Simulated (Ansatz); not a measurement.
Consider AlAs in the zinc blende structure (space group F-43m, No. 216; a = 5.674 Å).

Modification: Ga replaces 66.7 % of the Al, ordered in a cell of 6 atoms (starting symmetry Imm2) and fully relaxed.

Levels (all Ansatz, a quantum-chemistry and plane-wave program, PAW, earlier PAW set): PBEsol (420 eV, scalar-relativistic without spin-orbit coupling); HSE06 (420 eV, no spin-orbit coupling); PBEsol+SOC (420 eV, noncollinear with spin-orbit coupling).

At the geometry relaxed with PBEsol, these levels gave the following band gaps, in shuffled order: (a) 0.89 eV, (b) 1.85 eV, (c) 0.79 eV.

Question: Match each gap to its level.

Answer: (a) PBEsol; (b) HSE06; (c) PBEsol+SOC.

Single points use the geometry relaxed with PBEsol. The spin-orbit shifts are approximate. Each cell is one ordered arrangement of few atoms, which overstates ordering effects compared with a random alloy. Whether these cells are dynamically stable was not tested.
